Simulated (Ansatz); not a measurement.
Start from InSb in the zinc blende structure (space group F-43m, No. 216; a = 6.450 Å). Axes: x, y, z lie along the cube axes.

Method: DFT with LDA, PAW potentials and a 420 eV plane-wave cutoff in Ansatz (a quantum-chemistry and plane-wave program), spin-orbit coupling left out.

Before the change:

The volume per atom is 33.54 Å³. The pressure is 0.0 GPa and the band gap is zero.

The change: tensile biaxial strain of 2.50 % in the plane normal to [111], as in epitaxy on a mismatched substrate; the out-of-plane cell vector and the atoms relax.

### Question
Predict the new energy relative to the base.

### Answer
The energy goes up by 12 meV/atom.

### Question
How does this affect the volume per atom?

### Answer
The volume per atom increases by 1.15 Å³ (33.54 Å³ → 34.69 Å³).

### Question
What happens to the pressure?

### Answer
The pressure (mean of the normal stresses, compression positive) goes from zero to -1.4 GPa.

### Question
Predict the new band gap.

### Answer
The band gap is still zero.

With Sb present, leaving out spin-orbit coupling can change the band edges. No phonon test of stability was made. All final runs are without spin polarisation. A zero or small gap of InSb can be the functional's error rather than a property of the material.
